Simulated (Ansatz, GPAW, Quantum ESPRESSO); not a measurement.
## Mg6ZnSb (Amm2, 8 atoms in the cell) computed with different codes at matched settings

Self-consistent single point.

```
Mg6ZnSb
1.0
    5.19379     0.00000     0.00000
    0.00000     3.23540     5.27750
    0.00000    -3.23540     5.27750
Mg Zn Sb
6 1 1
Direct
  0.50000   0.83397   0.33497
  0.50000   0.33497   0.83397
  0.00000   0.67230   0.15776
  0.00000   0.15776   0.67230
  0.00000   0.66843   0.66843
  0.00000   0.16668   0.16668
  0.50000   0.83148   0.83148
  0.50000   0.33440   0.33440
```

Shared settings, as Ansatz (a program for electronic structure) writes them: kpoints.mp_grid.grid = 3 3 3; scf.occupations.method = gaussian; scf.occupations.width = 0.0037 Ry. Potentials and cutoffs stand in the table.

```csv
code,model,pressure (GPa),largest force (eV/Å),cutoff
GPAW,"LDA (Perdew-Wang 92), GPAW PAW datasets LDA (gpaw-data 1.0.1)",-3.42,0.063,800 eV
Ansatz,"LDA (PW92), PAW files made with PBE",-3.39,0.063,default
Quantum ESPRESSO,"LDA (PZ), GBRV 1.5 ultrasoft (LDA) pseudopotentials",-3.52,0.062,50 Ry
```

Size of the force on each atom (eV/Å): Sizes of forces hide their directions.

```csv
code,Mg1,Mg2,Mg3,Mg4,Mg5,Mg6,Zn7,Sb8
GPAW,0.044,0.044,0.063,0.063,0.025,0.019,0.007,0.001
Ansatz,0.044,0.044,0.063,0.063,0.023,0.016,0.007,0.000
Quantum ESPRESSO,0.044,0.044,0.062,0.062,0.022,0.015,0.007,0.000
```

On Ansatz's run: spin-orbit coupling is off.

The spread over the programs that give each value: pressure within 0.13 GPa; largest force within 0.001 eV/Å.

Ansatz's pressure is given at a fixed set of plane waves, as the other plane-wave codes print theirs. The same LDA comes in different parametrisations, which differ slightly.

The shared mesh is coarse (it stands for a supercell whose shortest vector is 16 Å), so the values are not converged in it.

The starting cell comes from a database of computed structures (which also holds hypothetical and non-ambient phases and stackings), without a prior relaxation at this level.

Left out of this page: CP2K (unsound by tests on forces, stress, charge or solver warnings).

Keys are those of Ansatz 0.2.
